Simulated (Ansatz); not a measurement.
The starting structures come from a database of crystals and need not be the phases stable at ambient conditions.

 Where the default PAW files enter, the runs use the earlier of Ansatz's two default sets.

Given:

```yaml
crystal:
  lattice:
    - [5.53490, 0.00000, 0.00000]
    - [0.02511, 5.53484, 0.00000]
    - [2.75490, -2.76742, 3.90488]
  atoms:
    - { symbol: Sr, position: [0.25000, 0.25000, 0.50000] }
    - { symbol: Sr, position: [0.75000, 0.75000, 0.50000] }
    - { symbol: Ti, position: [0.00000, 0.00000, 0.00000] }
    - { symbol: Ti, position: [0.50000, 0.50000, 0.00000] }
    - { symbol: O, position: [0.22904, 0.77096, 0.04192] }
    - { symbol: O, position: [0.77096, 0.22904, 0.95808] }
    - { symbol: O, position: [0.72904, 0.27096, 0.50000] }
    - { symbol: O, position: [0.27096, 0.72904, 0.50000] }
    - { symbol: O, position: [0.25000, 0.25000, 0.00000] }
    - { symbol: O, position: [0.75000, 0.75000, 0.00000] }
```

Space group of this cell: I4/mcm. The cell is taken as given; by r2SCAN its mean pressure is -0.7 GPa.

The current runs along the normal of the first two printed vectors, the (110) plane. All runs by Ansatz (a program for electronic structure), plane waves and PAW, without spin-orbit coupling; the base is r2SCAN.

| run | mean pressure (GPa) | gap (eV) | mid-gap κ (1/Å) |
|---|---|---|---|
| base | -0.7 | 2.33 | 0.264 |
| all lengths scaled by 0.98 | 12.1 | … | … |
| all lengths scaled by 1.02 | -10.5 | 2.18 | 0.259 |
| lda in place of r2scan | -8.2 | … | … |
| lengths across the current scaled by 0.98, ions clamped | 7.6 | 2.39 | 0.266 |
| lengths across the current scaled by 1.02, ions clamped | -7.4 | 2.21 | 0.262 |
| lengths along the current scaled by 0.97, ions clamped | 5.6 | … | … |
| lengths along the current scaled by 1.03, ions clamped | -5.7 | 2.21 | 0.259 |
| pbesol in place of r2scan | -3.0 | 1.91 | 0.248 |

### Question
Fill in the missing entries.

### Answer

- all lengths scaled by 0.98, gap (eV): 2.48
- all lengths scaled by 0.98, mid-gap κ (1/Å): 0.267
- lda in place of r2scan, gap (eV): 1.86
- lda in place of r2scan, mid-gap κ (1/Å): 0.246
- lengths along the current scaled by 0.97, ions clamped, gap (eV): 2.36
- lengths along the current scaled by 0.97, ions clamped, mid-gap κ (1/Å): 0.265
